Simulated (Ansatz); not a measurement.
Cubic perovskite BaLiF3, treated with r²SCAN+SOC (PAW; Ansatz, a program for electronic structure).

Settings: plane-wave cutoff 560 eV, 8×8×8 k mesh, Fermi–Dirac smearing 0.01 eV, PAW data made under PBE.

The direct gap at Γ against volume; x = 100 ln(V/12.623 Å³). One gap is withheld.

| V (Å³/atom) | x | gap (eV) |
|---|---|---|
| 11.866 | -6.18 | 7.449 |
| 12.118 | -4.08 | 7.419 |
| 12.371 | -2.02 | 7.388 |
| 12.623 | 0.00 | 7.356 |
| 12.876 | 1.98 | 7.322 |
| 13.128 | 3.92 | 7.287 |
| 13.380 | 5.82 | ? |

Task: Fit a straight line to the rows shown, give the volume deformation potential and predict the withheld gap.

Result: Means of the 6 rows: x̄ = -1.063, ȳ = 7.3702 eV. Σ(x − x̄)(y − ȳ) = -1.1438 and Σ(x − x̄)² = 71.422, so the slope is -0.0160 eV per unit of x, and dE_g/d ln V = -1.6 eV. At x = 5.82: 7.3702 + (-0.0160) × (5.82 − (-1.063)) = 7.260 eV. The run gives 7.251 eV, 0.009 eV below the line, as the curve bends the same way over all rows.

Note: the relaxation could not lower the start's symmetry, so the cell can be a saddle point above a distorted one.
